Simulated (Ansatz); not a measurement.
An ideal cubic perovskite cell is held by its symmetry; such compounds can tilt or shift off centre at room temperature.

Inside the gap of an insulator the Bloch states are evanescent, with a wavenumber k + iκ along the transport direction.

Consider the following.

```yaml
crystal:
  lattice:
    - [8.41263, 0.00000, 0.00000]
    - [-4.20632, 7.28555, 0.00000]
    - [4.20632, 2.42852, 3.43444]
  atoms:
    - { symbol: Cs, position: [0.00000, 0.00000, 0.00000] }
    - { symbol: Pb, position: [0.00000, 0.50000, 0.50000] }
    - { symbol: Br, position: [0.00000, 0.50000, 0.00000] }
    - { symbol: Br, position: [0.50000, 0.50000, 0.00000] }
    - { symbol: Br, position: [0.50000, 0.00000, 0.00000] }
```

Space group of this cell: Pm-3m, cubic perovskite. The cell is taken as given.

Transport runs along the normal of the first two printed cell vectors, the (111) plane of the conventional cell.

The gap is the functional's own, uncorrected, and κ follows it; spin-orbit coupling is left out. Mid-gap values are interpolated between the computed energies.

Question: Predict the band gap and the smallest decay constant κ at mid-gap from r2SCAN (Ansatz, an electronic-structure program).

Answer: Gap 2.06 eV on a 10×10×10 mesh; κ = 0.152 1/Å, at the zone centre.
